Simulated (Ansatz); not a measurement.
Start from CsPbCl3 in the cubic perovskite structure (space group Pm-3m, No. 221).

CsPbCl3 is taken in the cubic space group Pm-3m (No. 221), the cubic perovskite structure, Pearson symbol cP5. Conventional cell: a = 5.736 Å, b = 5.736 Å, c = 5.736 Å, α = 90.00°, β = 90.00°, γ = 90.00°. Cs on 1a has 12 Cl at 4.056 Å (cuboctahedral). Pb on 1b is surrounded by 6 Cl at 2.868 Å (octahedral). Cl on 3c is surrounded by 2 Pb at 2.868 Å and 4 Cs at 4.056 Å (octahedral). (Neighbours: up to the widest gap in distance over summed covalent radii, below 1.35, at either atom; cation-cation and far metal-metal contacts left out.)

Calculations: DFT with PBE, PAW potentials and a 420 eV plane-wave cutoff in Ansatz (a program for electronic structure), spin-orbit coupling left out.

For the base:

The lattice parameter a is 5.736 Å. The hole mass is 0.22 mₑ (at R). The valley order is R along ⟨111⟩ 2.21 eV; Γ 3.67 eV.

One thing is altered: a hydrostatic pressure of 0.7 GPa.

Problem. Estimate the effect on the mean gap deformation potential ΔEg/Δln V.

Solution. The mean gap deformation potential ΔEg/Δln V comes out as +3.8 eV.

Problem. How does this affect the lattice parameter a?

Solution. The lattice parameter a shrinks by 0.0572 Å to 5.678 Å.

Problem. Predict the new hole mass.

Solution. The hole mass goes from 0.22 mₑ (at R) to 0.20 mₑ (at R).

Problem. Estimate the effect on the valley order.

Solution. The valley order (the lowest conduction-band minima on the path, energy above the VBM, named in the base's zone) becomes R along ⟨111⟩ 2.10 eV; Γ 3.53 eV (base: R along ⟨111⟩ 2.21 eV; Γ 3.67 eV).

With Pb present, leaving out spin-orbit coupling can change the band edges. Load acts through the strain it causes; cell and atoms are relaxed under it. Effective masses come from finite differences of ±0.01 Å⁻¹. No phonon test of stability was made. Many cubic perovskites are stable only at high temperature; tilts and polar distortions were not tested. This is not the structure that CsPbCl3 has at room temperature and ambient pressure.
